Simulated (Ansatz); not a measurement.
The starting structures come from a database of crystals and need not be the phases stable at ambient conditions.

 Where the default PAW files enter, the runs use the earlier of Ansatz's two default sets.

The decay constant κ of evanescent states in the gap governs leakage through a thin film.

```xyz
9
Lattice="5.0040 0.0000 0.0000 0.0000 6.3044 0.0000 0.0000 -3.1522 5.4598" Properties=species:S:1:pos:R:3 pbc="T T T"
Cs     1.5166     0.0000     3.6399
Cs     3.4874     3.1522     1.8199
Sn     0.0000     0.0000     0.0000
F      3.9080    -1.7179     4.6317
F      1.0960     4.8701     0.8281
F      3.9080     1.7179     4.6317
F      1.0960     1.4343     0.8281
F      3.9080     0.0000     1.6562
F      1.0960     3.1522     3.8036
```

Space group of this cell: P-3m1. The cell is taken as given.

Transport runs along the normal of the first two printed cell vectors, the (100) plane of the conventional cell.

The gap is the functional's own, uncorrected, and κ follows it; spin-orbit coupling is left out. Mid-gap values are interpolated between the computed energies.

Q: State the band gap and the smallest decay constant κ at mid-gap according to Ansatz (a quantum-chemistry and plane-wave program) with r2SCAN.

A: Gap 6.59 eV on a 6×6×6 mesh; κ = 0.491 1/Å, at the zone centre.
